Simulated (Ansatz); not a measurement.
Results of PBEsol (plane waves, PAW; Ansatz, an electronic-structure program) for cubic perovskite CsPbCl₃ (cubic high-temperature phase).

Settings: plane-wave cutoff 520 eV, 6×6×6 k mesh, Fermi–Dirac smearing 0.01 eV, scalar-relativistic PAW data made under PBE.

The cell has the measured lattice: a = b = c = 5.605 Å, α = β = γ = 90.00°.

Question: What does this level give for the band gap and Γ–Γ gap?

Answer: 
* **band gap**: 1.80 eV
* **Γ–Γ gap**: 5.74 eV

Note: held by symmetry at 0 K, a high-temperature phase can be a saddle point; cell and atoms aren't relaxed at this level.

Spin–orbit coupling is not included; with these elements it can move the gap by several tenths of an eV or more.

Computing time: very roughly 17 core-seconds.
